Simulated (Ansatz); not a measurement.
Amorphous Si30N40W, 71 atoms at 3.14 g/cm³, one PBE-relaxed geometry, zone centre. Methods: PBE, scalar-relativistic without spin-orbit coupling (Ansatz, a first-principles code); r2SCAN, scalar-relativistic without spin-orbit coupling (Ansatz); HSE06, scalar-relativistic without spin-orbit coupling (Ansatz). Plane waves to 420 eV (r2SCAN 500 eV); exact exchange is cut at the cell's faces. The usual formal charges leave 6 electrons over, so the level spacing at the Fermi energy parts defect or band states and needn't be the band gap. At PBE the levels at the empty edge of the gap are localised (band-tail or defect states). The higher rungs were started with moments on some atoms, which died out.

The cell was made by melting and quenching with the CHGNet potential and then relaxed with DFT. N atoms were pushed apart under 1.9 Å during the dynamics, to hinder bonds among them. The hot cell started wider than the set density and was brought back towards it in steps. It is the lowest in DFT energy of 2 quenches. It is a model cell: composition and starting density were chosen by hand, and all elements were melted together. No dispersion term was used. Its density started from a set value of 3.27 and ended at 3.14 g/cm³. Cooling (nominally 450 K/ps over its main leg) ran many orders faster than in experiment, which tends to leave more defects and strain. Values belong to this one cell and scatter from quench to quench. Volume and shape were free in the relaxation. Stress components on the final sampling reach 0.8 GPa. Cycles of charging lowered its energy after that relaxation.

The relaxation ran on the zone centre alone. At PBE the level spacing at the Fermi energy is 1.52 eV on a 2×2×2 Γ-centred mesh, and the spacing at the zone centre alone 1.71 eV.

Task: What zone-centre spacing does r2SCAN give, roughly?

Result: 2.00 eV (+0.30 eV against PBE).

Task: What zone-centre spacing does HSE06 give, roughly?

Result: 2.85 eV (+1.14 eV against PBE).

The highest filled and the lowest empty state spread over these numbers of atoms (participation numbers): PBE: 9.0 and 3.4; r2SCAN: 8.9 and 3.2; HSE06: 9.1 and 3.8.
